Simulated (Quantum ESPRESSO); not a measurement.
Quantum ESPRESSO run on ZnCo2 (P1, 3 atoms in the cell): self-consistent single point.

Method: LDA (PZ), PSlibrary PAW (LDA) pseudopotentials (plane waves; Quantum ESPRESSO).

The change in words: atoms moved at random. Reference geometry:
```yaml
crystal:
  lattice:
    - [2.58727, 0.00000, 0.00000]
    - [-1.29364, 2.24064, 0.00000]
    - [0.00000, 0.00000, 6.24990]
  atoms:
    - { symbol: Zn, position: [0.00000, 0.00000, 0.00000] }
    - { symbol: Co, position: [0.33333, 0.66667, 0.65327], spin: 3.0 }
    - { symbol: Co, position: [0.66667, 0.33333, 0.34673], spin: 3.0 }
```
(The spins are starting values, not results.)

Reference input (self-consistent single point, DFT, LDA (PZ), plane waves, PSlibrary PAW (LDA) pseudopotentials): ecutwfc = 55 Ry; ecutrho = 330 Ry; occupations = smearing; smearing = gauss; degauss = 0.0073499 Ry; nspin = 2; potentials = {Zn: Zn.pz-dn-kjpaw_psl.1.0.0.UPF, Co: Co.pz-n-kjpaw_psl.1.0.0.UPF}; K_POINTS = automatic 10 10 4 0 0 0; conv_thr = 1e-10 Ry; mixing_beta = 0.4. This run's input differs from it in these lines:

```diff
@@ -9,5 +9,3 @@
 &system
- ibrav = 4
- A = 2.58726968
- C = 6.24989900
+ ibrav = 0
  nat = 3
@@ -29,6 +27,10 @@
 Co    58.9332  Co.pz-n-kjpaw_psl.1.0.0.UPF
+CELL_PARAMETERS angstrom
+   2.58727000     0.00000000     0.00000000
+  -1.29363500     2.24064100     0.00000000
+   0.00000000     0.00000000     6.24989900
 ATOMIC_POSITIONS angstrom
-Zn    0.00000000    0.00000000    0.00000000
-Co    0.00000000    1.49376085    4.08287152
-Co    1.29363484    0.74688042    2.16702748
+Zn   -0.02517931   -0.00515796   -0.02601208
+Co    0.02184561    1.47888804    4.08278402
+Co    1.29696870    0.76691092    2.19312706
 K_POINTS automatic
```

Output (repeated stretches shortened):

```
     Self-consistent Calculation

     iteration #  1     ecut=    55.00 Ry     beta= 0.40

     total energy              =    -552.90969210 Ry
     estimated scf accuracy    <       0.32541584 Ry

     total magnetization       =     3.18 Bohr mag/cell
     absolute magnetization    =     3.25 Bohr mag/cell

     iteration #  2     ecut=    55.00 Ry     beta= 0.40

     total energy              =    -552.87936963 Ry
     estimated scf accuracy    <       1.95714671 Ry

     total magnetization       =     3.52 Bohr mag/cell
     absolute magnetization    =     3.63 Bohr mag/cell

     iteration #  3     ecut=    55.00 Ry     beta= 0.40

   [... lines left out ...]

   [... 12 blocks of this kind left out ...]

     iteration # 16     ecut=    55.00 Ry     beta= 0.40

     total energy              =    -553.09356802 Ry
     estimated scf accuracy    <          4.9E-10 Ry

     total magnetization       =     2.97 Bohr mag/cell
     absolute magnetization    =     3.25 Bohr mag/cell

     iteration # 17     ecut=    55.00 Ry     beta= 0.40

     Magnetic moment per site  (integrated on atomic sphere of radius R)
     atom   1 (R=0.412)  charge= 10.6922  magn= -0.0302
     atom   2 (R=0.381)  charge=  7.3696  magn=  1.5215
     atom   3 (R=0.381)  charge=  7.3557  magn=  1.5561
     End of self-consistent calculation

     Number of k-points >= 100: set verbosity='high' to print the bands.

     the Fermi energy is    12.5309 ev

!    total energy              =    -553.09356802 Ry
     estimated scf accuracy    <          2.2E-11 Ry
     smearing contrib. (-TS)   =      -0.00119244 Ry
     internal energy E=F+TS    =    -553.09237558 Ry

     total magnetization       =     2.97 Bohr mag/cell
     absolute magnetization    =     3.25 Bohr mag/cell

     convergence has been achieved in  17 iterations

     Forces acting on atoms (cartesian axes, Ry/au):

     atom    1 type  1   force =     0.00210940    0.00037960    0.00757389
     atom    2 type  2   force =    -0.00240635    0.00193257   -0.00582507
     atom    3 type  2   force =     0.00029694   -0.00231217   -0.00174883

     Total force =     0.010673     Total SCF correction =     0.000016

          total   stress  (Ry/bohr**3)                   (kbar)     P=     -186.65
  -0.00126517  -0.00000687  -0.00000559         -186.11       -1.01       -0.82
  -0.00000687  -0.00129619   0.00001731           -1.01     -190.68        2.55
  -0.00000559   0.00001731  -0.00124508           -0.82        2.55     -183.16

   JOB DONE.
```

The run converged in 17 iterations. Against the reference run the free energy stays essentially unchanged (within 1 meV/atom), the pressure goes from -19.21 to -18.66 GPa, the largest force goes from 0.240 to 0.202 eV/Å and the size of the net moment stays at 0.99 μB/atom.

The starting cell comes from a database of computed structures (which also holds hypothetical and non-ambient phases and stackings), without a prior relaxation at this level. Its lattice was rescaled by a random factor within 2.5 % of one. For this run, on top of that: atoms moved at random. The magnetic order is the one reached from the typed start; others were not searched systematically. With a pressure of about -19 GPa the cell is away from its equilibrium volume at this level.

Cost on one core of a shared machine: roughly 8 min.
